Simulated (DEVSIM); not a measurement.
Device: abrupt Si n-p junction, at 350 K.

Layer 1 from the left is Si, thickness (μm) 78.0, Nd (cm⁻³) 1.5e16, τn (s) 8.6e-7, τp (s) 8.6e-7. Layer 2 from the left is Si, thickness (μm) 1.00, Na (cm⁻³) 2.2e17, τn (s) 8.6e-7, τp (s) 8.6e-7.

Left contact: ohmic. Right contact: ohmic. Voltage is applied to the left contact. Recombination: SRH at mid-gap, radiative. Mobility is constant in doping.

Constants are typed, rounded textbook-type inputs, not results; the design itself was drawn at random and stands for no fabricated device. Values at 300 K; Nc and Nv go as T^1.5, mobilities as T to minus their exponent, the gap by Varshni's rule with the affinity fixed.

Si: gap (eV) 1.124, affinity (eV) 4.05, permittivity 11.7, Nc (cm⁻³) 2.86e19, Nv (cm⁻³) 3.1e19, μn (cm²/Vs) 1417, μp (cm²/Vs) 470, T exponent of μn 2.3, T exponent of μp 2.2, B (cm³/s) 4.7e-15, Varshni α (eV/K) 0.000473, Varshni β (K) 636.

Problem. Estimate by hand the built-in potential, the peak field at zero bias, the capacitance at 0.6 V, and compare with a numerical solution.

Solution. 
- Built-in potential: ni = √(Nc Nv) exp(−Eg/2kT) = 3.78e11 cm⁻³ with Eg = 1.111 eV; Vbi = kT/q ln(Na Nd/ni²) = 0.720 V; numerical 0.720 V.
- Peak field at zero bias: depletion approximation: W = √(2εVbi/(qN)) = 0.257 μm with N = 1.40e16 cm⁻³; field = 2Vbi/W = 55900 V/cm; numerical 55300 V/cm (estimate above by 1.2 %).
- Capacitance at 0.6 V: C = √(qεN / 2(Vbi + |V|)) = 29.7 nF/cm²; numerical 30.4 nF/cm² (estimate below by 2.4 %).

Simulated with DEVSIM: 1D drift-diffusion, Boltzmann statistics, complete ionisation; no tunnelling, impact ionisation, image-force lowering or self-heating.
